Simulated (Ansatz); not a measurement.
The reference is FeGe in the rock salt structure (space group Fm-3m, No. 225; a = 5.022 Å; ferromagnetic; a hypothetical phase, not in the database extracts checked). Axes: x, y, z lie along the cube axes.

Method: r2SCAN (Ansatz, a first-principles code, PAW, scalar-relativistic without spin-orbit coupling).

Base values:

Pressure: 0.0 GPa
Shortest interatomic distance: 2.511 Å
Magnetic state: ferromagnetic
Largest site moment: 2.97 μB

Now apply this change: strain tensor (xx, yy, zz, yz, xz, xy) = (+0.11, −0.16, −1.29, −0.21, −0.66, +1.35) %; the atoms relax in the strained cell.

**Question.** How does this affect the pressure, shortest interatomic distance, energy relative to the base, magnetic state and largest site moment?

**Answer.** The pressure (mean of the normal stresses, compression positive) goes from zero to 1.2 GPa; the shortest interatomic distance drops by 0.032 Å (2.511 Å → 2.479 Å); the energy rises by 1.5 meV/atom; the magnetic state is still ferromagnetic; the largest site moment hardly moves (2.97 μB against 2.92 μB).

Other magnetic orders, which the real material may have, were not ruled out. Without a gap, meshes like the base's 16×16×16 leave anisotropic stresses uncertain by several tenths of a GPa, and small strain energies with them. No phonon test of stability was made.
